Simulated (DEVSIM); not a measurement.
Device: Si p+/n-/n+ power diode, at 250 K.

| layer (left to right) | material | thickness (μm) | Nd (cm⁻³) | Na (cm⁻³) | τn (s) | τp (s) |
|---|---|---|---|---|---|---|
| 1 | Si | 0.840 | - | 3.8e18 | 2.4e-7 | 2.4e-7 |
| 2 | Si | 29.0 | 4.4e15 | - | 2.4e-7 | 2.4e-7 |
| 3 | Si | 3.10 | 1.5e18 | - | 2.4e-7 | 2.4e-7 |

Left contact: ohmic. Right contact: ohmic. Voltage is applied to the left contact. Recombination: SRH at mid-gap. Gap narrowing is on: ΔEg = 6.92 meV × (l + √(l² + 0.5)), l = ln(N/1.3e17 cm⁻³), shared equally by both band edges. Mobility is μmin + (μ − μmin)/(1 + (N/Nref)^α).

Constants are typed, rounded textbook-type inputs, not results; the design itself was drawn at random and stands for no fabricated device. Values at 300 K; Nc and Nv go as T^1.5, mobilities as T to minus their exponent, the gap by Varshni's rule with the affinity fixed.

```csv
parameter,Si
gap (eV),1.124
affinity (eV),4.05
permittivity,11.7
Nc (cm⁻³),2.86e19
Nv (cm⁻³),3.1e19
μn (cm²/Vs),1417
μp (cm²/Vs),470
"μn,min",52
"μp,min",45
"Nref,n",9.7e16
"Nref,p",2.2e17
αn,0.68
αp,0.72
T exponent of μn,2.3
T exponent of μp,2.2
Varshni α (eV/K),0.000473
Varshni β (K),636
```

DEVSIM, 1D drift-diffusion, Boltzmann statistics, complete ionisation; no tunnelling, impact ionisation, image-force lowering or self-heating.

Task: Give the small-signal capacitance in reverse bias (quasi-static).

Result: 
```json
[
 {"V (V)": "-2", "C (nF/cm²)": "11.3"},
 {"V (V)": "-5", "C (nF/cm²)": "7.90"},
 {"V (V)": "-10", "C (nF/cm²)": "5.80"},
 {"V (V)": "-15", "C (nF/cm²)": "4.80"},
 {"V (V)": "-20", "C (nF/cm²)": "4.18"},
 {"V (V)": "-30", "C (nF/cm²)": "3.44"},
 {"V (V)": "-40", "C (nF/cm²)": "2.98"}
]
```
